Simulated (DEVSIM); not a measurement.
Structure: abrupt Si p-n junction, at 300 K.

Layer 1 from the left is Si, thickness (μm) 2.10, Na (cm⁻³) 6.1e16, τn (s) 0.00014, τp (s) 0.00014. Layer 2 from the left is Si, thickness (μm) 93.0, Nd (cm⁻³) 3e15, τn (s) 0.00014, τp (s) 0.00014.

Left contact: ohmic. Right contact: ohmic. Voltage is applied to the left contact. Recombination: SRH at mid-gap, radiative, Auger. Mobility is μmin + (μ − μmin)/(1 + (N/Nref)^α).

The device is made up for the run: typed textbook-type constants, with dimensions and the other settings drawn at random. Values at 300 K.

Si: gap (eV) 1.124, affinity (eV) 4.05, permittivity 11.7, Nc (cm⁻³) 2.86e19, Nv (cm⁻³) 3.1e19, μn (cm²/Vs) 1417, μp (cm²/Vs) 470, μn,min 52, μp,min 45, Nref,n 9.7e16, Nref,p 2.2e17, αn 0.68, αp 0.72, B (cm³/s) 4.7e-15, Cn (cm⁶/s) 2.8e-31, Cp (cm⁶/s) 9.9e-32.

Task: Estimate by hand the built-in potential, the peak field at zero bias, the capacitance at -6 V, and compare with a numerical solution.

Result: 
- Built-in potential: ni = √(Nc Nv) exp(−Eg/2kT) = 1.08e10 cm⁻³ with Eg = 1.124 eV; Vbi = kT/q ln(Na Nd/ni²) = 0.726 V; numerical 0.726 V.
- Peak field at zero bias: depletion approximation: W = √(2εVbi/(qN)) = 0.573 μm with N = 2.86e15 cm⁻³; field = 2Vbi/W = 25300 V/cm; numerical 25500 V/cm (estimate below by 0.56 %).
- Capacitance at -6 V: C = √(qεN / 2(Vbi + |V|)) = 5.94 nF/cm²; numerical 5.96 nF/cm².

Simulated with DEVSIM: 1D drift-diffusion, Boltzmann statistics, complete ionisation; no tunnelling, impact ionisation, image-force lowering or self-heating.
